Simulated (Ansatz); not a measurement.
Several settings converged on CrBrO (Pmm2, 6 atoms in the cell)

```
CrBrO
1.0
    3.36944     0.00000     0.00000
    0.00000     3.96850     0.00000
    0.00000     0.00000     8.91362
Cr Br O
2 2 2
Cartesian
  0.00000   0.00000   5.34941
  1.68472   1.98425   3.61420
  0.00000   1.98425   1.73200
  1.68472   0.00000   7.18161
  1.68472   0.00000   4.04963
  0.00000   1.98425   4.86398
```
Moments meant for the start (each program seeds them in its own way; μB, in the order of the atoms Cr Cr Br Br O O): 3.0 3.0 0.0 0.0 0.0 0.0.

Base method: PBEsol+U, default PAW files made with PBE (plane waves; Ansatz, a program for electronic structure).

Base settings: basis.ecutwfc = 420 eV; kpoints.mp_grid.grid = 4 3 1; hamiltonian.xc = pbesol; hamiltonian.pseudopotentials = {kind: paw} (the program's default PAW files); hamiltonian.hubbard.sites = [{species: Cr, l: d, u_eff: 3.7}] eV; magnetization.spin_polarized = true; scf.occupations.method = fermi_dirac; scf.occupations.width = 0.02 eV.

The count of work is k-points × plane waves × bands × iterations; it is no time. Core times come from one kind of shared machine, to one figure; runs under 30 s give none.

**The cutoff for other potential files**

Level: DFT, PBEsol+U, plane waves, harder PAW files (source: ansatz) made with PBE.

In this ladder: hamiltonian.pseudopotentials = {kind: paw, source: ansatz}.

The second cell is the first with its lattice scaled by 0.98.

The mesh stays at the base's, so the ladder's end is converged at best in this setting alone.

The first pressure column holds Ansatz's estimate of the finite-basis (Pulay) stress, which hides part of the cutoff error; the other is without it.

Only quantities that move along the ladder and can be compared are tabulated; the gap is left out on so coarse a mesh.

These are the values that this program gave, and no reference: magnets with a U can end in a higher state.

```csv
basis.ecutwfc,free energy less the last step's (meV/atom),energy of the compressed cell less the first (meV/atom),pressure (GPa),pressure without the Pulay estimate (GPa),largest difference of a force vector from the last step's (eV/Å),count of work / last,core time / last (rough)
420 eV,2155.41,-56.33,-8.70,-85.26,0.709,0.12,0.1
510 eV,516.03,-25.92,-5.80,-29.26,0.117,0.13,0.2
650 eV,41.93,-25.96,-5.79,-8.59,0.015,0.19,0.2
790 eV,2.53,-25.91,-5.82,-6.04,0.001,0.28,0.3
930 eV,0.43,-25.84,-5.82,-5.82,0.000,0.35,0.3
1115 eV,0.27,-25.85,-5.82,-5.82,0.000,0.46,0.5
1395 eV,0.12,-25.86,-5.82,-5.82,0.000,0.65,0.6
1860 eV,0.00,-25.86,-5.82,-5.82,0.000,1.0,1
```

Coarsest basis.ecutwfc that holds the forces within 0.005 eV/Å of the last step, with all finer ones: 790 eV, at 0.28 of the last step's count of work and about 0.3 of the last step's time; the step before is off by 0.015 eV/Å.

Coarsest basis.ecutwfc that holds the pressure without the Pulay estimate within 0.5 GPa of the last step, with all finer ones: 790 eV, at 0.28 of the last step's count of work and about 0.3 of the last step's time; the step before is off by 2.8 GPa.

Coarsest basis.ecutwfc that holds the energy of the compressed cell less the first within 1 meV/atom of the last step, with all finer ones: 510 eV, at 0.13 of the last step's count of work and about 0.2 of the last step's time; the step before is off by 30 meV/atom.

The energy difference between the two cells stays within 1 meV/atom of the last step's from 510 eV on, the total only from 930 eV on: much of the error is common to both cells and cancels.

At the lowest cutoff the pressure without the Pulay estimate lies 79.4 GPa under the last step's, the usual sign of Pulay stress in an incomplete plane-wave basis.

**The density cutoff**

The mesh stays at the base's, so the ladder's end is converged at best in this setting alone.

Only quantities that move along the ladder and can be compared are tabulated; the gap is left out on so coarse a mesh.

These are the values that this program gave, and no reference: magnets with a U can end in a higher state.

```tsv
basis.ecutrho_ratio	free energy less the last step's (meV/atom)	pressure (GPa)
2	-2.45	-5.54
3	0.05	-5.79
4	0.00	-5.79
5	0.00	-5.79
6	0.00	-5.79
8	0.00	-5.79
10	0.00	-5.79
12	0.00	-5.79
16	0.00	-5.79
```

Coarsest basis.ecutrho_ratio that holds the free energy within 2 meV/atom of the last step, with all finer ones: 3; the step before is off by 2.4 meV/atom.

Coarsest basis.ecutrho_ratio that holds the pressure within 0.2 GPa of the last step, with all finer ones: 3; the step before is off by 0.25 GPa.

**The relaxed cell against the cutoff**

On CrBrO (Pmmn, 6 atoms in the cell): atoms on their sites.

In this ladder: relax = cell and atoms.

The mesh stays at the base's, so the ladder's end is converged at best in this setting alone.

Only quantities that move along the ladder and can be compared are tabulated; the gap is left out on so coarse a mesh.

These are the values that this program gave, and no reference: magnets with a U can end in a higher state.

```tsv
basis.ecutwfc	relaxed volume (Å³/atom)	relaxation steps	core time / last (rough)
210 eV	19.011	67	0.7
250 eV	18.320	38	0.6
295 eV	17.656	89	1
355 eV	17.926	28	0.6
420 eV	17.866	11	0.3
505 eV	17.829	12	0.5
630 eV	17.825	12	0.7
840 eV	17.823	12	1
```

Coarsest basis.ecutwfc that holds the relaxed volume within 0.036 Å³/atom of the last step, with all finer ones: 505 eV; the step before is off by 0.043 Å³/atom.

At the lowest cutoff the cell relaxes to a volume 6.7 % larger than at the highest. Ansatz relaxes on a stress corrected for the finite basis.

On the base run: the starting cell comes from a database of computed structures (which also holds hypothetical and non-ambient phases and stackings), without a prior relaxation at this level. Its lattice was rescaled by up to half a per cent. One atom was moved a little off its site on purpose. The magnetic order is the one reached from the typed start; others were not searched systematically. With U or open f shells several self-consistent states can exist. In the base run, forces exceed 1 eV/Å. The mesh is very coarse (it stands for a supercell whose shortest vector is 9 Å): a converged loop gives no converged values here.

Keys are those of Ansatz 0.2.
